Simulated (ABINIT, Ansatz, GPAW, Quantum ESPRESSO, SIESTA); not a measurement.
# Code comparison for SrCd (Pm-3m, 2 atoms in the cell)

Self-consistent single point.

```
SrCd
1.0
    4.03563     0.00000     0.00000
    0.00000     4.03563     0.00000
    0.00000     0.00000     4.03563
Sr Cd
1 1
Direct
  0.50000   0.50000   0.50000
  0.00000   0.00000   0.00000
```

Shared settings, as Ansatz (an electronic-structure program) writes them: kpoints.mp_grid.grid = 4 4 4; scf.occupations.method = fermi_dirac; scf.occupations.width = 0.1 eV. Potentials and cutoffs stand in the table.

```csv
code,model,pressure (GPa),cutoff
ABINIT,"LDA (PW92), PAW (JTH v2.0 LDA PAW)",-2.33,544 eV
SIESTA,"LDA PW92, numerical atomic orbitals TZP, PseudoDojo LDA standard norm-conserving potentials (rewritten from UPF to PSML)",-1.38,grid 350 Ry
GPAW,"LDA (Perdew-Wang 92), GPAW PAW datasets LDA (gpaw-data 1.0.1)",-2.30,550 eV
Ansatz,"LDA (PW92), PAW files made with PBE",-2.26,420 eV
Quantum ESPRESSO,"LDA (PZ), GBRV 1.5 ultrasoft (LDA) pseudopotentials",-2.46,40 Ry
```

The spread over the programs that give each value: pressure within 1.08 GPa.

SIESTA uses small atom-centred bases, whose incompleteness enters pressures, forces and empty levels differently from a plane-wave cutoff. Ansatz's pressure is given at a fixed set of plane waves, as the other plane-wave codes print theirs. The same LDA comes in different parametrisations, which differ slightly.

On the base mesh (11 11 11) the same programs gave: Ansatz pressure -2.57 GPa; Quantum ESPRESSO pressure -2.77 GPa; ABINIT pressure -2.64 GPa; GPAW pressure -2.61 GPa; SIESTA pressure -1.32 GPa.

The values differ from the base mesh's, so the mesh still matters here: the table compares the programs at equal settings.

The starting cell comes from a database of computed structures (which also holds hypothetical and non-ambient phases and stackings), without a prior relaxation at this level.

Left out of this page: CP2K (on another mesh); Elk and FLEUR (not drawn, or without a comparable value).

Keys are those of Ansatz 0.2.
